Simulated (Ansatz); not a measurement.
Substrate model: Si(111) 1x1 surface, 6 top atoms, 3 bilayers, bottom bilayer H-capped and fixed, every top atom capped by H; cell 11.5 x 6.6 Å; two neighbouring H replaced by SH; about 7 Å thick over the host's atoms, 18 atoms held. The numbers are results of PBE-D3(BJ) (plane waves to 420 eV, PAW; Ansatz, an electronic-structure program), not measurements. Sampling: 1x2x1 k points. The slab states were run without spin polarisation. No spin-orbit coupling. No Hubbard U. Slab thickness, cell and mesh are as stated and are not converged limits. All energies are electronic energies at 0 K, without vibrations. Each state was relaxed from one prepared geometry.

One WF6 a cell is brought to Si(111):H with two SH. Relaxed result near the molecule:

```
atom    x (Å)  y (Å)   z (Å)
-----  ------  -----  ------
H(44)   7.648  6.714  11.012
H(45)   9.633  3.317  11.006
H(49)  12.050  3.462  11.767
W(a0)   8.967  4.191  14.350
F(a1)   8.653  5.061  12.737
F(a2)   9.294  3.343  15.967
F(a3)   9.230  5.837  15.168
F(a4)   8.725  2.544  13.524
F(a5)  10.778  4.109  13.925
F(a6)   7.154  4.268  14.736
```

Problem. What is the adsorption energy against the free WF6 and the slab before, and how much of it is dispersion?

Solution. -0.29 eV (negative: bound); the D3 term gives -0.30 eV of it. Its closest contacts to the rest of the cell: F(a5)...H(49) 2.59 Å, F(a1)...H(44) 2.59 Å, F(a1)...H(45) 2.65 Å.
